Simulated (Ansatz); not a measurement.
## TaMo3 (model structure, started from the A15 type, Pm-3n, No. 223, 8 atoms in the cell)

Calculation: LDA in Ansatz (plane waves, PAW).

Run with plane-wave cutoff 520 eV, 12×12×12 k mesh, Fermi–Dirac smearing 0.05 eV, no spin polarisation, scalar-relativistic PAW data made under PBE.

Cell (relaxed at this level):

Mo3Ta has the cubic space group Pm-3n (No. 223), the A15 (Cr3Si type) structure, Pearson symbol cP8. Conventional cell: a = 5.0250 Å, b = 5.0250 Å, c = 5.0250 Å, α = 90.00°, β = 90.00°, γ = 90.00°. Mo on 6c has 2 Mo at 2.513 Å and 8 Mo at 3.077 Å and 4 Ta at 2.809 Å. Ta on 2a is coordinated by 12 Mo at 2.809 Å. (Neighbours: up to the widest gap in distance over summed covalent radii, below 1.35, at either atom.)

```yaml
bulk modulus B0: 265 GPa
```

Note: the run has no spin polarisation, so it can have missed a magnetic state; the bulk modulus is −V dP/dV from two relaxed cells at ±2 % in volume; the relaxation could raise the start's symmetry but not lower it, so the cell can be a saddle point.

Spin–orbit coupling is not included.

The computed numbers hold no vibrational or temperature effects.

A model structure was made by putting elements into a prototype or built by hand; it is no filed structure, need not be a known phase, and can be a saddle point held by its symmetry.

Ansatz is a first-principles code.
